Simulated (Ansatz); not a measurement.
The reference is Ca in the fcc (Cu type) structure (space group Fm-3m, No. 225; a = 5.456 Å; relaxed with 0.1 eV smearing). Axes: x, y, z lie along the cube axes.

Level of theory: DFT with PBEsol, PAW potentials and a 420 eV plane-wave cutoff in Ansatz (a first-principles code), scalar-relativistic without spin-orbit coupling.

For the base:

| Property | Result |
|---|---|
| Pressure | 0.0 GPa |
| Shortest interatomic distance | 3.858 Å |

Modification: uniaxial strain ε_zz = +3.00 %, all other strain components held at zero; the atoms relax in the strained cell.

Estimate the effect on the pressure, shortest interatomic distance and energy relative to the base.

The pressure (mean of the normal stresses, compression positive) goes from zero to -0.5 GPa; the shortest interatomic distance stays 3.858 Å; the energy goes up by 2.5 meV/atom.

Whether these cells are dynamically stable was not tested.
